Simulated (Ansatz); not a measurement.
## LiCl, response to strain

The parent structure is LiCl in the rock salt structure (space group Fm-3m, No. 225; a = 5.150 Å).

Strains are applied to the cell and any free atomic positions relax.

All numbers come from plane-wave PAW DFT at the PBE level (Ansatz, a quantum-chemistry and plane-wave program, 420 eV), no spin-orbit coupling.

Candidates:
(a) isotropic strain +2.50 %
(b) isotropic strain −2.00 %
(c) isotropic strain −2.50 %

For the base:

The band gap comes out as 6.26 eV.

Question: Order them by band gap, highest first.

Answer: (c) isotropic strain −2.50 % (6.71 eV), (b) isotropic strain −2.00 % (6.61 eV), (a) isotropic strain +2.50 % (5.86 eV)

Stability against distortions was not tested.
